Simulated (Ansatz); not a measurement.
Convergence study of the k-point mesh for TaBe2 (R3m, 6 atoms in the cell)

```
TaBe2
1.0
    0.00000     3.24610     3.24610
    3.24610     0.00000     3.24610
    3.24610     3.24610     0.00000
Ta Be
2 4
Cartesian
  4.89801   4.89801   4.89801
  3.24610   3.24610   3.24610
  2.43457   0.81152   2.43457
  0.81152   0.81152   0.81152
  0.81152   2.43457   2.43457
  2.43457   2.43457   0.81152
```

Computed with PBEsol, default PAW files made with PBE (plane waves; Ansatz, a first-principles code).

Base settings: basis.ecutwfc = 420 eV; kpoints.mp_grid.grid = 9 9 9; hamiltonian.xc = pbesol; hamiltonian.pseudopotentials = {kind: paw} (the program's default PAW files); scf.occupations.method = fermi_dirac; scf.occupations.width = 0.1 eV.

The second cell is the first with its lattice scaled by 0.98.

Only quantities that move along the ladder and can be compared are tabulated.

The count of work is k-points × plane waves × bands × iterations; it is no time. Core times come from one kind of shared machine, to one figure; runs under 30 s give none.

The starting cell comes from a database of computed structures (which also holds hypothetical and non-ambient phases and stackings), without a prior relaxation at this level. Its lattice was rescaled by up to half a per cent. One atom was moved a little off its site on purpose. Spin polarisation is off. Ansatz's pressure includes its estimate of the finite-basis (Pulay) stress.

Steps (kpoints.mp_grid.grid): 2 2 2; 3 3 3; 4 4 4; 5 5 5; 6 6 6; 7 7 7; 8 8 8; 9 9 9; 10 10 10; 11 11 11; 13 13 13; 14 14 14; 16 16 16; 17 17 17; 19 19 19; 21 21 21; 23 23 23; 26 26 26; 29 29 29.

**Question.** What is the coarsest kpoints.mp_grid.grid that holds the free energy within 0.5 meV/atom of the last step, with all finer ones?

**Answer.** 7 7 7, at 0.020 of the last step's count of work; the step before is off by 1.1 meV/atom.

**Question.** What is the coarsest kpoints.mp_grid.grid that holds the pressure within 0.5 GPa of the last step, with all finer ones?

**Answer.** 3 3 3, at 0.0027 of the last step's count of work; the step before is off by 1.5 GPa.

**Question.** What is the coarsest kpoints.mp_grid.grid that holds the energy of the compressed cell less the first within 0.2 meV/atom of the last step, with all finer ones?

**Answer.** 9 9 9, at 0.038 of the last step's count of work; the step before is off by 0.31 meV/atom.

| kpoints.mp_grid.grid | free energy less the last step's (meV/atom) | energy of the compressed cell less the first (meV/atom) | pressure (GPa) | largest difference of a force vector from the last step's (eV/Å) | count of work / last | core time / last (rough) |
|---|---|---|---|---|---|---|
| 2 2 2 | -24.37 | 21.25 | 0.01 | 1.000 | 0.0018 | – |
| 3 3 3 | 16.64 | 16.85 | -1.39 | 0.015 | 0.0027 | – |
| 4 4 4 | 3.35 | 16.76 | -1.38 | 0.052 | 0.0058 | – |
| 5 5 5 | -5.17 | 16.47 | -1.55 | 0.031 | 0.0084 | – |
| 6 6 6 | 1.13 | 16.60 | -1.44 | 0.014 | 0.014 | – |
| 7 7 7 | -0.04 | 16.02 | -1.57 | 0.010 | 0.020 | – |
| 8 8 8 | 0.03 | 16.66 | -1.44 | 0.002 | 0.029 | – |
| 9 9 9 | -0.07 | 16.31 | -1.52 | 0.002 | 0.038 | – |
| 10 10 10 | 0.06 | 16.33 | -1.51 | 0.000 | 0.051 | – |
| 11 11 11 | 0.01 | 16.34 | -1.50 | 0.001 | 0.065 | – |
| 13 13 13 | 0.00 | 16.33 | -1.51 | 0.000 | 0.10 | – |
| 14 14 14 | 0.01 | 16.35 | -1.50 | 0.000 | 0.13 | – |
| 16 16 16 | 0.00 | 16.35 | -1.50 | 0.000 | 0.18 | 0.2 |
| 17 17 17 | 0.00 | 16.34 | -1.50 | 0.000 | 0.22 | 0.2 |
| 19 19 19 | 0.00 | 16.35 | -1.50 | 0.000 | 0.30 | 0.3 |
| 21 21 21 | 0.00 | 16.35 | -1.50 | 0.000 | 0.40 | 0.5 |
| 23 23 23 | 0.00 | 16.35 | -1.50 | 0.000 | 0.51 | 0.5 |
| 26 26 26 | 0.00 | 16.35 | -1.50 | 0.000 | 0.73 | 0.7 |
| 29 29 29 | 0.00 | 16.35 | -1.50 | 0.000 | 1.0 | 1 |

The energy difference between the two cells stays within 1 meV/atom of the last step's from 3 3 3 on, the total only from 7 7 7 on: much of the error is common to both cells and cancels.

Keys are those of Ansatz 0.2.
